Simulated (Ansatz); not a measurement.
Abridged Ansatz (a program for electronic structure) output:

```
Relaxation: its limit of steps is 50 (relax.max_steps)
Pseudopotential: Mg, paw, valence charge 10
Pseudopotential: H, paw, valence charge 1
Crystal: 6 atoms, lattice volume = 60.607 Å³
Basis set: ecut = 420 eV, 1187 PW (Γ), exchange–correlation on 64×60×48 points (8 copies of the dense FFT grid, shifted against one another)
Bands: 18, of which v1, the nominal top of the filled ones, is band 12 counted from 1 (11 counted from 0)
Symmetry: 8 space group operations
k-points: 150 of 704
Functional: x = pbesol(κ = 0.804, μ = 0.12345679012345678), c = pbesol(β = 0.046)
SCF iter   1: F=—  HF=-3887.796363 eV  |F-HF|=—  |Δ(HF+E_count)|=         —  Δρ=7.68e-3  dr2=2.57e-2  ethr=1.77e-3  ⟨swp⟩=5.8  Hψ=13365  notcnv=0  defer=1
SCF iter   2: F=—  HF=-3887.787647 eV  |F-HF|=—  |Δ(HF+E_count)|=   8.72e-3  Δρ=2.63e-3  dr2=3.01e-3  ethr=1.07e-4  ⟨swp⟩=1.1  Hψ=3930  notcnv=0  defer=13
SCF 1 converged in 6 iterations: F = -3887.786645 eV  dr2 = 1.92e-10
relax step   1: F+E_penalty+E_count = -3887.78664492 eV  Δ(F+E_penalty+E_count) = +0.000e0 eV  max|allowed force component| = 2.211e-3 eV/Å  Δτ_max = 0.0000 Å  (6 SCF iters, accepted)
SCF converged after 6 iterations
Free energy (F): -3887.786645 eV
Internal energy: -3887.786645 eV  (E = F + TS)
E sigma→0 (E₀):  -3887.786645 eV
Fermi energy:    3.765240 eV
--- Forces (eV/Å), atoms counted from 1 ---
  atom   1  Mg    -0.00000000    -0.00000000     0.00000000
  atom   2  Mg     0.00000000     0.00000000     0.00000000
  atom   3  H      0.00020380    -0.00221084     0.00000000
  atom   4  H      0.00020380     0.00221084     0.00000000
  atom   5  H     -0.00020380    -0.00221084     0.00000000
  atom   6  H     -0.00020380     0.00221084     0.00000000
--- Stress (GPa, compression-positive) ---
       -0.410531       0.000000       0.000000
        0.000000      -0.201439       0.000000
        0.000000       0.000000      -0.163115
  P = ⅓ Tr σ = -0.2584 GPa (-2.584 kbar)
--- Relaxed structure (1 steps of the walk, 1 accepted, 0 SCFs on fresh bases) ---
  atoms:
    - { symbol: Mg, position: [0.0, 0.0, 0.0] }
    - { symbol: Mg, position: [0.5, 0.5, 0.5] }
    - { symbol: H, position: [0.30449393660000007, 0.3044939366, 0.0] }
    - { symbol: H, position: [0.8044939366, 0.19550606339999999, 0.5] }
    - { symbol: H, position: [0.1955060634, 0.8044939366, 0.5] }
    - { symbol: H, position: [0.6955060634, 0.6955060634, 0.0] }
```

**Question.** What was computed, and what are the main results?

**Answer.** MgH2, 6 atoms in the cell, with PBEsol (Ansatz), without spin-orbit coupling. The last SCF converged to F = -3887.786645 eV, or -647.9644 eV per atom, at a pressure of -0.26 GPa. The total energy compares only with runs of the same code, potentials and settings.

The cells carry an imposed strain or load. Stability against distortions was not tested. The cell was made from MgH2 in the rutile structure (space group P4_2/mnm, No. 136) by this change: uniaxial strain ε_xx = +0.56 %.

Keys are those of Ansatz 0.2.
